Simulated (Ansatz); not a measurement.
The starting structures come from a database of crystals and need not be the phases stable at ambient conditions.

Inside the gap of an insulator the Bloch states are evanescent, with a wavenumber k + iκ along the transport direction.

Input:

```
CaZnC2O6
1.0
    4.86603     0.00000     0.00000
    0.00000    16.33212     0.00000
    2.43302     5.44404     1.40470
Ca Zn C O
1 1 2 6
Direct
  0.00000   0.00000   0.00000
  0.00000   0.50000   0.00000
  0.00000   0.24254   0.00000
  0.00000   0.75746   0.00000
  0.77882   0.27356   0.91171
  0.22118   0.72644   0.08829
  0.69053   0.96409   0.84012
  0.30947   0.03591   0.15988
  0.53065   0.49474   0.24817
  0.46935   0.50526   0.75183
```

Space group of this cell: R-3. The cell is taken as given; by r2SCAN its mean pressure is -5.6 GPa.

Transport runs along the normal of the first two printed cell vectors, the (100) plane of the conventional cell.

The gap is the functional's own, uncorrected, and κ follows it; spin-orbit coupling is left out. Mid-gap values are interpolated between the computed energies.

Problem. Estimate the band gap and the smallest decay constant κ at mid-gap that r2SCAN in Ansatz (a quantum-chemistry and plane-wave program) returns for this system.

Solution. Gap 4.63 eV on a 20×20×20 mesh; κ = 0.452 1/Å, at the zone centre.
